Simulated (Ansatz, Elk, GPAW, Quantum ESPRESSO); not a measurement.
## LaCoSi (P4/nmm, 6 atoms in the cell) computed with different codes at matched settings

Self-consistent single point, at a second geometry (lattice scaled by 0.98). First geometry:

```
CELL_PARAMETERS angstrom
      4.06113     0.00000     0.00000
      0.00000     4.06113     0.00000
      0.00000     0.00000     7.30428
ATOMIC_POSITIONS crystal
  La 0.00000 0.50000 0.30482
  La 0.50000 0.00000 0.69518
  Co 0.00000 0.00000 0.00000
  Co 0.50000 0.50000 0.00000
  Si 0.00000 0.50000 0.84600
  Si 0.50000 0.00000 0.15400
```
Moments meant for the start (each program seeds them in its own way; μB, in the order of the atoms La La Co Co Si Si): 0.0 0.0 3.0 3.0 0.0 0.0.

Shared settings, as Ansatz (a quantum-chemistry and plane-wave program) writes them: kpoints.mp_grid.grid = 5 5 3; scf.occupations.method = gaussian; scf.occupations.width = 0.1 eV. Potentials and cutoffs stand in the table.

```tsv
code	model	ΔF from the first geometry (meV/atom)	pressure (GPa)	largest force (eV/Å)	size of the net moment (μB/atom)	cutoff
Ansatz	LDA (PW92), PAW files made with PBE	-18.3	0.88	0.498	0.09	default
GPAW	LDA (Perdew-Wang 92), GPAW PAW datasets LDA (gpaw-data 1.0.1)	-14.0	1.53	0.541	0.09	800 eV
Quantum ESPRESSO	LDA (PZ), GBRV 1.5 ultrasoft (LDA) pseudopotentials	-18.0	0.82	0.507	0.09	50 Ry
Elk	LDA (PW92), all-electron FP-LAPW, Elk's shipped species files, APW+lo basis with extra local orbitals	–	–	–	0.09	rgkmax 7.5
```

Size of the force on each atom (eV/Å): Sizes of forces hide their directions.

```csv
code,La1,La2,Co3,Co4,Si5,Si6
Ansatz,0.498,0.498,0.000,0.000,0.419,0.419
GPAW,0.541,0.541,0.000,0.000,0.504,0.504
Quantum ESPRESSO,0.507,0.507,0.000,0.000,0.422,0.422
```

A dash marks a value that a program does not give, or that is left out as unsure.

On Ansatz's run: the moments shrank to a small part of their start, a low-spin state that need not be the lowest. The program warned that a starting moment was not kept.

The spread over the programs that give each value: ΔF from the first geometry within 4.3 meV/atom; pressure within 0.71 GPa; largest force within 0.043 eV/Å; size of the net moment within 0.00 μB/atom.

Elk treats all electrons, but the usual bases taken here (sphere radii, linearisation, local orbitals, empty states) were not tested for convergence, so the values are no reference for the others. Ansatz's pressure is given at a fixed set of plane waves, as the other plane-wave codes print theirs; with its correction for the finite basis it is 0.92 GPa. The same LDA comes in different parametrisations, which differ slightly. In the force vectors, GPAW (by 0.081) lies more than 0.08 eV/Å from the median of the plane-wave programs.

The starting cell comes from a database of computed structures (which also holds hypothetical and non-ambient phases and stackings), without a prior relaxation at this level. For this run, on top of that: lattice scaled by 0.98.

Keys are those of Ansatz 0.2.
